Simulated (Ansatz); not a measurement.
# Mg3SnO in the anti-perovskite structure (space group Pm-3m, No. 221; a hypothetical phase, not in the database extracts checked)

```
CELL_PARAMETERS angstrom
      4.39094     0.00000     0.00000
      0.00000     4.39094     0.00000
      0.00000     0.00000     4.39094
ATOMIC_POSITIONS crystal
  Mg 0.00000 0.50000 0.50000
  Mg 0.50000 0.00000 0.50000
  Mg 0.50000 0.50000 0.00000
  Sn 0.00000 0.00000 0.00000
  O  0.50000 0.50000 0.50000
```

Method: PBE (Ansatz, a quantum-chemistry and plane-wave program, PAW, scalar-relativistic without spin-orbit coupling). Settings: 11×11×11 k-points, 0.05 eV Fermi–Dirac smearing.

| Item | Result |
|---|---|
| Volume per atom | 16.93 Å³ |
| Density | 4.07 g/cm³ |
| Band gap | zero |
| Total energy | -2473.144 eV/atom (σ→0; compares only within this code and set-up) |

Whether these cells are dynamically stable was not tested. The final runs are not spin-polarised. The zero or small gap of Mg3SnO can change with the level of theory.
